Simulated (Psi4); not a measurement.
Psi4 1.11, PBE/def2-svp: Ti(Cl)2(OMe)2 (C[O][Ti]([Cl])([Cl])[O]C), 13 atoms. The geometry is a generated start, not checked to be a minimum at this level.

```yaml
task: energy
method: pbe
basis: def2-svp
memory: 3 GB
maxiter: 100
keys_of_the_molecule_block: symmetry c1
scf_type: df (default)
e_convergence: 1e-06 (default)
d_convergence: 1e-06 (default)
dft_radial_points: 75 (default)
dft_spherical_points: 302 (default)
basis_functions: 153
grid_points: 279464
```

```xyz
13

Ti     0.5262     0.6501     0.8932
Cl     2.4061     1.6478     1.1718
Cl    -0.5056     0.9032     2.7593
O      0.7921    -0.9843     0.6893
C      0.7469    -2.3081     0.2792
H      0.7434    -2.3617    -0.8197
H      1.6248    -2.8461     0.6620
H     -0.1634    -2.7859     0.6692
O     -0.3527     1.4688    -0.2703
C     -1.2689     1.6224    -1.3008
H     -1.8639     2.5307    -1.1365
H     -0.7422     1.7116    -2.2622
H     -1.9428     0.7514    -1.3345
```

Charge 0 and multiplicity 1 are set for this test and not shown to be the ground state.

With the defaults (diis_max_vecs = 10, diis = true, scf_initial_accelerator = adiis, damping_percentage = 0, guess = auto, which took SAD, level_shift = 0, level_shift_cutoff = 0.01) it converges in 11 SCF iterations. One run each on 2 threads, with these changes:
- diis = false, scf_initial_accelerator = none, damping_percentage = 60
- diis_max_vecs = 3
- diis_max_vecs = 20
- level_shift = 0.5, level_shift_cutoff = 0.001
- damping_percentage = 20
- guess = sap
- guess = gwh
- guess = sadno
- diis_max_vecs = 6

**Question.** Which of these changes keep the SCF from converging, or lead it to another solution?

**Answer.** No convergence: diis_max_vecs = 3; diis = false, scf_initial_accelerator = none, damping_percentage = 60 (the run ends without SCF convergence in 100 iterations). The rest reach the solution of the defaults.

| setting | SCF iterations | end |
|---|---|---|
| the defaults | 11 | same solution |
| level_shift = 0.5, level_shift_cutoff = 0.001 | 11 | same solution |
| diis_max_vecs = 20 | 11 | same solution |
| diis_max_vecs = 6 | 11 | same solution |
| guess = sadno | 12 | same solution |
| guess = sap | 18 | same solution |
| guess = gwh | 20 | same solution |
| damping_percentage = 20 | 24 | same solution |
| diis_max_vecs = 3 | 100 | no convergence |
| diis = false, scf_initial_accelerator = none, damping_percentage = 60 | 100 | no convergence |

1 further run of the study ended by our limits or in an error and is left out.
